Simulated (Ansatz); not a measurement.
SrAlO2F (model structure, started from the SrVO2H type, P4/mmm, No. 123, 5 atoms in the cell) was calculated with G0W0@PBEsol (plane waves, hard PAW, contour deformation; Ansatz, a first-principles code).

The cell is the one relaxed with PBEsol. Conventional cell: a = 3.7766 Å, b = 3.7766 Å, c = 3.8117 Å, α = 90.00°, β = 90.00°, γ = 90.00°.

The quasiparticle gap at Γ at a fixed k mesh 2×2×2:

| response cutoff | value (eV) |
|---|---|
| 150 eV, 417 empty bands | 6.749 |
| 200 eV, 641 empty bands | 6.868 |
| 250 eV, 896 empty bands | 6.938 |
| 300 eV, 1178 empty bands | 6.982 |

Problem. Taking the value to converge with the response cutoff E as E^(−3/2), extrapolate from the last two rows.

Solution. With y = y∞ + c/w and weights w = 3953 and 5196 for the last two rows, y∞ = (w2 y2 − w1 y1)/(w2 − w1) = (5196 × 6.982 − 3953 × 6.938)/1243 = 7.122 eV, which lies 0.140 beyond the last row. Successive pairs of rows give 7.089, 7.114, 7.122. The limit also hangs on the law assumed, so its last digits aren't firm.

The other settings are not extrapolated, so this is the limit in one setting alone.

At the last cutoff the smallest gap on this mesh is 6.02 eV, with an edge away from Γ.

Spin–orbit coupling is not included.

A model structure was made by putting elements into a prototype or built by hand; it is no filed structure, need not be a known phase, and can be a saddle point held by its symmetry.
